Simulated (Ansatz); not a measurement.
## What pressure 4.5 GPa does to PtS2

Base system: PtS₂ in the CdI2 type structure (space group P-3m1, No. 164; a = 3.552 Å, c = 5.128 Å; layered, stacked along the Cartesian z axis).

Modification: cell and atoms relaxed at a pressure of 4.5 GPa.

Level of theory: Ansatz (an electronic-structure program) r2SCAN+rVV10, without spin-orbit coupling. Settings: 11×11×7 k-points, 0.05 eV Fermi–Dirac smearing.

| quantity | base | changed | shift |
|---|---|---|---|
| volume per atom | 18.68 Å³ | 16.73 Å³ | -1.95 Å³ |
| c/a ratio | 1.444 | 1.294 | -0.150 |
| shortest interatomic distance | 2.389 Å | 2.379 Å | -0.0106 Å |
| enthalpy H = E + PV relative to the base's energy | – | +0.49 eV/atom | – |
| band gap | 0.80 eV | zero | – |

A case with no gap was solved on a k-mesh chosen for an insulator, which is coarse for it. With Pt present, leaving out spin-orbit coupling can change the band edges. Load acts through the strain it causes; cell and atoms are relaxed under it. Whether these cells are dynamically stable was not tested. The final runs are not spin-polarised. The zero or small gap of PtS2 under pressure 4.5 GPa can change with the level of theory.
